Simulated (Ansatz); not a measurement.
# Cr: uniaxial stress, 0.5 GPa tension along x

The reference is Cr in the bcc (W type) structure (space group Im-3m, No. 229; a = 2.849 Å; not spin-polarised; relaxed with 0.1 eV smearing). Axes: x, y, z lie along the cube axes.

Modification: uniaxial stress, 0.5 GPa tension along x, with the cell and atoms free to relax against it.

The values are results of PBE, PAW, 420 eV (Ansatz, a quantum-chemistry and plane-wave program; scalar-relativistic without spin-orbit coupling), not measurements. k-mesh 32×32×32 (Γ-centred); smearing 0.1 eV (Fermi–Dirac).

The volume per atom stays 11.56 Å³ and the space group changes from Im-3m (No. 229) to I4/mmm (No. 139). The shortest interatomic distance stays 2.467 Å and the energy hardly moves. The band gap is still zero and the strain response (xx, yy, zz) is (+0.12, −0.03, −0.03) %.

Stability under load was not tested beyond the relaxation. Seeded moments were not kept for the base. All final runs are without spin polarisation. Real Cr is antiferromagnetic at low temperature and ambient pressure, an order that this cell doesn't hold.
